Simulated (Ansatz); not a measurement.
Consider Pb in the fcc (Cu type) structure (space group Fm-3m, No. 225; relaxed with 0.1 eV smearing).

```yaml
crystal:
  lattice:
    - [0.00000, 2.46707, 2.46707]
    - [2.46707, 0.00000, 2.46707]
    - [2.46707, 2.46707, 0.00000]
  atoms:
    - { symbol: Pb, position: [0.00000, 0.00000, 0.00000] }
```

Cartesian axes are those of the cell as printed.

All numbers come from PBEsol in Ansatz (plane waves to 420 eV, PAW, no SOC).

Before the change:

The pressure comes out as 0.0 GPa.

It is then changed as follows: tensile biaxial strain of 2.50 % in the plane normal to [111], as in epitaxy on a mismatched substrate; the out-of-plane cell vector and the atoms relax.

### Question
Predict the new energy relative to the base, ratio −ε⊥/ε∥ and pressure.

### Answer
The energy grows by 7.9 meV/atom; the ratio −ε⊥/ε∥ amounts to 0.94; the pressure (mean of the normal stresses, compression positive) goes from zero to -1.0 GPa.

No phonon test of stability was made.

Ansatz is a quantum-chemistry and plane-wave program.
